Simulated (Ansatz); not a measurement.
## Mg2Ge (model structure, started from the cuprite type, Pn-3m, No. 224, 6 atoms in the cell)

The numbers are results of PBEsol (plane waves, PAW; Ansatz, an electronic-structure program), not measurements.

Run with plane-wave cutoff 500 eV, 6×6×6 k mesh, Fermi–Dirac smearing 0.05 eV, scalar-relativistic PAW data made under PBE.

Cell (relaxed at this level):

Space group Pn-3m, origin choice 1 (No. 224); a = b = c = 5.804 Å, α = β = γ = 90.00°

| atom | site | symmetry | x | y | z |
|---|---|---|---|---|---|
| Mg | 4c | .-3m | 0.7500 | 0.7500 | 0.7500 |
| Ge | 2a | -43m | 0.0000 | 0.0000 | 0.0000 |

For Mg2Ge (model structure, started from the cuprite type, Pn-3m, No. 224, 6 atoms in the cell), the band gap is zero (no gap).

Note: the relaxation could raise the start's symmetry but not lower it, so the cell can be a saddle point.

Spin–orbit coupling is not included.

Static lattice: no zero-point or thermal effects.

Computing time: very roughly 40 core-seconds.

A model structure was made by putting elements into a prototype or built by hand; it is no filed structure, need not be a known phase, and can be a saddle point held by its symmetry.
